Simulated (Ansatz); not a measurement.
By PBEsol, the system below comes out a metal.

Given:

```yaml
crystal:
  lattice:
    - [2.80105, 0.00000, 0.00000]
    - [-1.40053, 2.42578, 0.00000]
    - [0.00000, 0.00000, 4.32631]
  atoms:
    - { symbol: Os, position: [0.33333, 0.66667, 0.25000] }
    - { symbol: Os, position: [0.66667, 0.33333, 0.75000] }
```

Space group of this cell: P6_3/mmc, hcp (Mg type). The cell is strained (lengths across the current scaled by 1.02, ions clamped); by PBEsol its mean pressure is -20.7 GPa.

The current flows along the normal of the first two printed cell vectors, the (001) (indices of the unstrained crystal) plane of the conventional cell. No spin-orbit coupling; the value is a mean over 0.1 eV about the Fermi level.

Problem. Predict the ballistic conductance per area from PBEsol run with Ansatz (a program for electronic structure).

Solution. 1.4 × 10¹⁵ S/m² for both spins.
